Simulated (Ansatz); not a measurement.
# K2PtH6: pressure series

The parent structure is K₂PtH₆ (space group Fm-3m, No. 225; a = 8.114 Å; a cell from a computed database, its experimental status unchecked).

Cell and atoms are relaxed at each pressure.

Method: Ansatz (a program for electronic structure) r2SCAN, scalar-relativistic without spin-orbit coupling, earlier PAW set.

Base values:

| Item | Result |
|---|---|
| Band gap | 4.36 eV |

The aim is a band gap between 3.15 eV and 3.33 eV. Which of these changes reaches it?
A) pressure 1.8 GPa
B) pressure 30 GPa
C) pressure −2 GPa

B, pressure 30 GPa. It gives 3.24 eV; pressure −2 GPa gives 4.47 eV; pressure 1.8 GPa gives 4.27 eV. Changes not listed may reach it too

With Pt present, leaving out spin-orbit coupling can change the band edges. Load acts through the strain it causes; cell and atoms are relaxed under it. Whether these cells are dynamically stable was not tested. No other phases were tried under pressure.
